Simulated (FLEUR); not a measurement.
Worked example: self-consistent single point of Sr₃Ca (Pm-3m, 4 atoms in the cell) in FLEUR.

Level of theory: PBEsol, all-electron FLAPW (FLEUR), scalar-relativistic valence in FLEUR.

The change in words: lattice scaled by 0.98. Reference geometry:
```xyz
4
Lattice="5.9887 0.0000 0.0000 0.0000 5.9887 0.0000 0.0000 0.0000 5.9887" Properties=species:S:1:pos:R:3 pbc="T T T"
Sr     0.0000     2.9944     2.9944
Sr     2.9944     0.0000     2.9944
Sr     2.9944     2.9944     0.0000
Ca     0.0000     0.0000     0.0000
```

Reference input (self-consistent single point, DFT, PBEsol, all-electron FLAPW (FLEUR), scalar-relativistic valence): Kmax = 3.8 1/bohr; GmaxXC = 15.2 1/bohr; xcFunctional = PBEs; jspins = 1; l_soc = F; mode = gauss; fermiSmearingEnergy = 0.00499791 Htr; mesh (inpgen div1-3) = 4 4 4; inpgen gamma flag = true; Gmax = 15.2 1/bohr; numbands = 0; maxIterBroyd = 15. This run's input differs from it in these lines:

```diff
@@ -3,5 +3,5 @@
 &input film=f /
-5.9887500000 0.0000000000 0.0000000000
-0.0000000000 5.9887500000 0.0000000000
-0.0000000000 0.0000000000 5.9887500000
+5.8689750000 0.0000000000 0.0000000000
+0.0000000000 5.8689750000 0.0000000000
+0.0000000000 0.0000000000 5.8689750000
 1.8897261246
@@ -46,5 +46,5 @@
          <bravaisMatrix>
-            <row-1>   11.3170973286982477     0.0000000000000000     0.0000000000000000</row-1>
-            <row-2>    0.0000000000000000    11.3170973286982477     0.0000000000000000</row-2>
-            <row-3>    0.0000000000000000     0.0000000000000000    11.3170973286982477</row-3>
+            <row-1>   11.0907553821242839     0.0000000000000000     0.0000000000000000</row-1>
+            <row-2>    0.0000000000000000    11.0907553821242839     0.0000000000000000</row-2>
+            <row-3>    0.0000000000000000     0.0000000000000000    11.0907553821242839</row-3>
          </bravaisMatrix>
```

The program printed (abridged):

```
 Iteration:     1   Distance:       1.62611400 me/bohr^3
 Iteration:     2   Distance:       1.53471498 me/bohr^3
 Iteration:     3   Distance:       0.58952982 me/bohr^3
 Iteration:     4   Distance:       0.24970890 me/bohr^3
 Iteration:     5   Distance:       0.13908297 me/bohr^3
   [... 5 lines left out ...]
 Iteration:    11   Distance:       0.00021241 me/bohr^3
 Iteration:    12   Distance:       0.00025701 me/bohr^3
 Iteration:    13   Distance:       0.00002634 me/bohr^3
 Iteration:    14   Distance:       0.00000393 me/bohr^3
 Run finished successfully
 Stop message:
   Structural relaxation: Done

[file out, last iteration]
             iter=     15
[...]
          total density-effective poten   -1.6528057653E+04
          total charge density-energy d   -3.4499134802E+02
 Updated energy parameters for spin:           1
[...]
 fermi energy and band-weighting factors:

[...]
FERMIE:
          first approx. to ef    (T=0)  :   0.148818 htr   (energy of the highest occ. eigenvalue)
          number of occ. states  (T=0)  :        202
          first approx. to seigv (T=0)  : -22.805022 htr
          sum of weights of occ. states :  20.000000
          sum of semicore charge        :   0.000000 e
          fermi energy=   0.14757 har   work function=  -4.01562 ev
          number of valence electrons=  40.00000
     band-weighting factor for spin=    1
   [... lines left out ...]
          total moment                 =     0.00000
 Direct bandgap for spin            1 :    1.2088854776489438E-002  Htr
 ---->    free energy=                    -10213.3711362817 htr
   [... lines left out ...]
      extrapolation for T->0
 ---->    total electron energy=          -10213.3711362817 htr
 ***** TOTAL FORCES ON ATOMS *****
 TOTAL FORCE FOR ATOM TYPE=  1  X=  0.000   Y=  5.545   Z=  5.545
                       FX_TOT= 0.000000 FY_TOT= 0.000000 FZ_TOT= 0.000000
 TOTAL FORCE FOR ATOM TYPE=  2  X=  0.000   Y=  0.000   Z=  0.000
                       FX_TOT= 0.000000 FY_TOT= 0.000000 FZ_TOT= 0.000000
 Structural relaxation: Done
```

The run converged in 14 iterations. FLEUR gives forces in its relaxation mode, with a further iteration, so its stop message speaks of a relaxation. Against the reference run the total energy goes down by 14.9 meV/atom.

The starting cell comes from a database of computed structures (which also holds hypothetical and non-ambient phases and stackings), without a prior relaxation at this level. For this run, on top of that: lattice scaled by 0.98. Values depend on the basis (sphere radii, cutoffs, local orbitals), which need not be converged. The log's line on a gap gives a spacing of levels on this mesh, which the program prints for metals too.

Cost on one core of a shared machine: roughly 3 min.
